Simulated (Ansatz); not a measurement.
The parent structure is GaP in the zinc blende structure (space group F-43m, No. 216; a = 5.451 Å). Axes: x, y, z lie along the cube axes.

Calculations: r2SCAN/PAW in Ansatz (a first-principles code), spin-orbit coupling left out.

Modification: tensile biaxial strain of 1.86 % in the plane normal to [001], as in epitaxy on a mismatched substrate; the out-of-plane cell vector and the atoms relax.

Problem. What happens to the out-of-plane strain and in-plane stress?

Solution. The out-of-plane strain comes out as -1.60 %; the mean in-plane stress (compression positive) is -2.6 GPa.

No phonon test of stability was made.
